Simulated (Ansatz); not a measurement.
## Fermi-surface data of OsN₂ (P6/mmm)

Data:

```yaml
crystal:
  lattice:
    - [2.78610, 0.00000, 0.00000]
    - [-1.39305, 2.41283, 0.00000]
    - [0.00000, 0.00000, 4.91598]
  atoms:
    - { symbol: Os, position: [0.00000, 0.00000, 0.00000] }
    - { symbol: N, position: [0.00000, 0.00000, 0.38335] }
    - { symbol: N, position: [0.00000, 0.00000, 0.61665] }
```

All values below come from PBEsol, rigid bands (plane waves, PAW, scalar-relativistic; Ansatz, a first-principles code). Cell: cell and atoms relaxed with PBEsol.

The density of states at the Fermi level comes out as 1.01 states/(eV·cell), both spins, the bare Sommerfeld coefficient is 0.79 mJ/(mol of atoms·K²) and the drude plasma energy is 6.8 (x), 6.8 (y), 8.3 (z) eV. The root-mean-square Fermi velocity comes out as 8.2e5 m/s. The resistivity times τ comes out as 10.6 (x), 10.6 (y), 7.1 (z) ×10⁻²² Ω·m·s.

A metal at this level (no band gap); rigid bands, thermally averaged at 300 K, both spins. Spin-orbit coupling is left out, which matters with elements this heavy. τ is one relaxation time for all states.

Computed structure with no diffraction record at hand here (it may be known, metastable or hypothetical): OsN2 (P6/mmm).
